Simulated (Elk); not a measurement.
Elk run on Fe (Im-3m, 1 atom in the cell): self-consistent single point.

Level of theory: PBEsol, all-electron FP-LAPW, Elk's shipped species files, APW+lo basis with extra local orbitals (Elk).

```xyz
1
Lattice="-1.4566 1.4566 1.4566 1.4566 -1.4566 1.4566 1.4566 1.4566 -1.4566" Properties=species:S:1:pos:R:3 pbc="T T T"
Fe     0.0000     0.0000     0.0000
```
Moments meant for the start (each program seeds them in its own way; μB, in the order of the atoms Fe): 4.0.

Reference input (self-consistent single point, DFT, PBEsol, all-electron FP-LAPW, Elk's shipped species files, APW+lo basis with extra local orbitals): xctype = 22; spinpol = true; rgkmax = 8; stype = 0; swidth = 0.00367493 Ha; ngridk = 11 11 11; vkloff = 0.5 0.5 0.5; reducebf = 0.8; gmaxvr = 16 1/bohr; nxlo = 2; lorbcnd = true; rmtscf = 0.93. This run's input differs from it in these lines:

```diff
@@ -30,2 +30,5 @@
 
+nempty
+  31
+
 stype
```

Log, with long lists cut:

```
│ Self-consistent loop started │
│ Loop number : 1 │
 total energy                :     -1271.89401330
 total moment                :    2.755733542
│ Loop number : 2 │
 total energy                :     -1272.12287568
 total moment                :    2.755765150
RMS change in Kohn-Sham potential (target) :    4.073092955     (  0.1000000000E-05)
Absolute change in total energy (target)   :   0.2288623779     (  0.1000000000E-03)
│ Loop number : 3 │
 total energy                :     -1267.55665414
 total moment                :   0.8160007484
RMS change in Kohn-Sham potential (target) :    2.292838492     (  0.1000000000E-05)
   [... lines left out ...]
│ Loop number : 39 │
 total energy                :     -1271.66952565
 total moment                :   -2.388552507
RMS change in Kohn-Sham potential (target) :   0.5608406355E-05 (  0.1000000000E-05)
Absolute change in total energy (target)   :   0.6032640613E-05 (  0.1000000000E-03)
│ Loop number : 40 │
 total energy                :     -1271.66958798
 total moment                :   -2.389239892
RMS change in Kohn-Sham potential (target) :   0.7789796471E-06 (  0.1000000000E-05)
Absolute change in total energy (target)   :   0.6082507889E-04 (  0.1000000000E-03)
Convergence targets achieved

│ Loop number : 41 │

Energies :
 Fermi                       :     0.306600577110
 xc effective B-field        :    -0.123921804685
 external B-field            :      0.00000000000
 total energy                :     -1271.66959845
 (external B-field energy excluded from total)

Density of states at Fermi energy :    26.76297461
 (states/Hartree/unit cell)

Estimated indirect band gap :   0.4272243298E-03
 from k-point     55 to k-point     47
Estimated direct band gap   :   0.2168917242E-02
 at k-point      6

Charges :
 core                        :    10.00000000
 valence                     :    16.00000000
 interstitial                :    1.368887078
 muffin-tins (core leakage)
  species :    1 (Fe)
   atom    1                 :    24.63111292     (  0.9372058685E-11)
 total in muffin-tins        :    24.63111292
 total calculated charge     :    25.99996756
 total charge                :    26.00000000
 error                       :   0.3244320516E-04

Moments :
 interstitial                :   0.4862722227E-01
 muffin-tins
  species :    1 (Fe)
   atom    1                 :   -2.437909302
 total in muffin-tins        :   -2.437909302
 total moment                :   -2.389282080

│ Self-consistent loop stopped │
```

The run converged in 41 iterations. The count includes the last loop, which Elk runs after its targets are met. Against the reference run the total energy goes down by 48.1 meV/atom and the size of the net moment goes from 2.34 to 2.39 μB/atom.

The starting cell comes from a database of computed structures (which also holds hypothetical and non-ambient phases and stackings), without a prior relaxation at this level. Its lattice was rescaled by a random factor within 2.5 % of one. With one magnetic atom in the cell only a parallel order is possible. Values depend on the basis (sphere radii, cutoffs, local orbitals), which need not be converged. The log's line on a gap gives a spacing of levels on this mesh, which the program prints for metals too.

Cost on one core of a shared machine: roughly 40 s.
